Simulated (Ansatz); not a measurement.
An Ansatz (a first-principles code) input (Ansatz PBEsol, scalar-relativistic without spin-orbit coupling):

Ansatz 0.2 input:
```yaml
crystal:
  lattice:
    - [2.7290252236, 0, 0]
    - [-1.3645126118, 2.3634051712, 0]
    - [0, 0, 4.3736974998]
  atoms:
    - { symbol: Os, position: [0.6666666667, 0.3333333333, 0.75] }
    - { symbol: Os, position: [0.3333333333, 0.6666666667, 0.25] }
basis: { ecutwfc: 420, ecutrho_ratio: 4, xc_grid: 2, fft_grid_basis: typed }
kpoints: { mp_grid: { grid: [24, 24, 14] } }
hamiltonian:
  xc: pbesol
  dispersion: none
  pseudopotentials: { kind: paw }
scf: { occupations: { method: fermi_dirac, width: 0.1 }, convergence: { dr2_threshold: 0.0000000002 } }
relax: { f_tol: 0.005, max_steps: 50 }
output: { forces: true, stress: true }
checkpoint: { write: state.ck, write_every: 1000 }
```

### Question
Which symmetry and how many k-points will the program report, and about how many plane waves at Γ?

### Answer
Space group P63/mmc (ITA 194) with 24 operations, k-points 488 of 8064, and 549 plane waves at Γ.

### Question
And the final pressure?

### Answer
-6.38 GPa (compression positive).

The cells carry an imposed strain or load. Whether these cells are dynamically stable was not tested. All final runs are without spin polarisation. The cell was made from Os in the hcp (Mg type) structure (space group P6_3/mmc, No. 194) by this change: uniaxial strain ε_zz = +1.50 %.
